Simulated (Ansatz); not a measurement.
# Mg₂Sn (Fd-3m, No. 227, 6 atoms in the cell; start mp-570543; a measured phase of this formula has another space group)

Computed with LDA (Ansatz, an electronic-structure program, PAW).

Numerical settings: plane-wave cutoff 500 eV, 12×12×12 k mesh, Fermi–Dirac smearing 0.1 eV, scalar-relativistic PAW data made under PBE.

Cell (relaxed at this level):

```xyz
6
Lattice="0.0000 4.0689 4.0689 4.0689 0.0000 4.0689 4.0689 4.0689 0.0000" Properties=species:S:1:pos:R:3 pbc="T T T"
Mg     5.0862     5.0862     5.0862
Mg     5.0862     3.0517     3.0517
Mg     3.0517     3.0517     5.0862
Mg     3.0517     5.0862     3.0517
Sn     0.0000     0.0000     0.0000
Sn     2.0345     2.0345     2.0345
```

| Quantity | Value |
|---|---|
| band gap | zero (no gap) |

Note: the relaxation could not lower the start's symmetry, so the cell can be a saddle point above a distorted one.

Spin–orbit coupling is not included.

The computed numbers hold no vibrational or temperature effects.

Computing time: about 90 core-seconds (a rough figure).

A start named mp-… is a Materials Project structure, which need not be a measured phase.
